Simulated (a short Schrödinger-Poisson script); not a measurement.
Structure: MOS inversion layer, Si3N4 on p-type Si(110), at 300 K.

From the gate side: 1.9 nm Si3N4; 260 nm Si, acceptors 2.8e18 cm⁻³.

The device is made up for the run: typed textbook-type constants, with dimensions and the other settings drawn at random. Si3N4: permittivity 7.5, conduction-band edge (eV) 1.95, gap (eV) 5.1, electron mass (mₑ) 0.5. Si: permittivity 11.7, conduction-band edge (eV) 0, gap (eV) 1.124, Nv at 300 K (cm⁻³) 3.1e19.

Channel valleys (confinement mass, in-plane density-of-states mass, number): Δ4 0.315, 0.324, 4; Δ2 0.19, 0.417, 2. At the gate the conduction-band edge of layer 1 lies 2.34 eV − eVg above the Fermi level of the channel; the field vanishes at the back. Gaps are held at their typed values at every temperature. Mesh 0.03 nm at interfaces.

From a short Schrödinger-Poisson script (our own, NumPy): 1D Poisson equation in equilibrium, electrons quantum, Hartree (BenDaniel-Duke, 12 states a valley, the channel's in-plane mass for all, wave functions free to enter the dielectric), parabolic valleys, classical holes, full ionisation, no traps, pinning or gate leakage.

| Vg (V) | electrons (cm⁻²) | C (μF/cm²) | Δ4 E0 (meV from the Fermi level) | Δ2 E0 (meV from the Fermi level) |
|---|---|---|---|---|
| 0.65 | 3.20e9 | 0.434 | 222.4 | 247.4 |
| 0.7 | 1.54e10 | 0.476 | 181.8 | 207.2 |
| 0.75 | 6.85e10 | 0.666 | 143.1 | 168.7 |
| 0.8 | 2.43e11 | 1.11 | 110.1 | 136.1 |
| 0.85 | 6.04e11 | 1.60 | 86.3 | 112.6 |
| 0.9 | 1.12e12 | 1.93 | 69.9 | 96.5 |
| 0.95 | 1.73e12 | 2.14 | 58.1 | 85.1 |
| 1 | 2.41e12 | 2.27 | 49.1 | 76.4 |
| 1.05 | 3.12e12 | 2.36 | 41.9 | 69.5 |
| 1.1 | 3.86e12 | 2.43 | 35.8 | 63.7 |
| 1.15 | 4.63e12 | 2.48 | 30.6 | 58.8 |
| 1.2 | 5.41e12 | 2.53 | 25.9 | 54.4 |
| 1.25 | 6.20e12 | 2.56 | 21.8 | 50.6 |
| 1.3 | 7.01e12 | 2.60 | 18.0 | 47.1 |
| 1.35 | 7.83e12 | 2.62 | 14.6 | 43.9 |

Gate voltages with under 1e9 electrons/cm² are left out.

**Question.** At Vg = 1.35 V the lowest Δ4 subband lies at 14.6 meV from the Fermi level. How many electrons does it hold, and what share of all?

**Answer.** The two-dimensional density of states is g m/(πħ²) = 5.41e11 cm⁻² meV⁻¹ (both spins), kT = 25.9 meV, so n = D kT ln(1 + exp(−E/kT)) = 6.31e12 cm⁻², 0.81 of the 7.83e12 cm⁻² in all.

**Question.** Compare the slope of the sheet density between 1.25 and 1.35 V with the geometric capacitance of the layers between gate and channel.

**Answer.** q Δn/ΔV = 2.61 μF/cm²; ε0/Σ(t/ε) = 3.50 μF/cm². The ratio is 0.75: the channel acts as a further capacitance in series.
